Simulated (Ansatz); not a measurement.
# The (110) surface of silicon in its 1x1 cell, relaxed from an ideal cut (the real face may reconstruct), outermost plane spacing 1.93 Å in the ideal cut

Computed with PBE (plane waves to 420 eV, PAW; Ansatz, a quantum-chemistry and plane-wave program).

Model: 8-atom slab, 5.8 Å thick at the start (thin: gaps and levels are the slab's own), 7x5x1 mesh, Fermi-Dirac 0.025 eV, dipole correction, all atoms relaxed; start symmetry kept, larger cells not searched; no spin (no spin-polarised run to compare, though such a face may carry moments), no spin-orbit, no U. The slab shows no gap on its mesh.

```json
{
  "surface energy (mean of both faces)": "1.69 J/m²",
  "surface_energy_before_relaxation": "1.74 J/m²",
  "work_function_of_the_top_face": "4.71 eV",
  "ionisation potential (bulk valence edge below the top vacuum level)": "5.01 eV",
  "energy_released_by_relaxation": "0.14 eV",
  "cost": "very roughly 40 core-seconds"
}
```
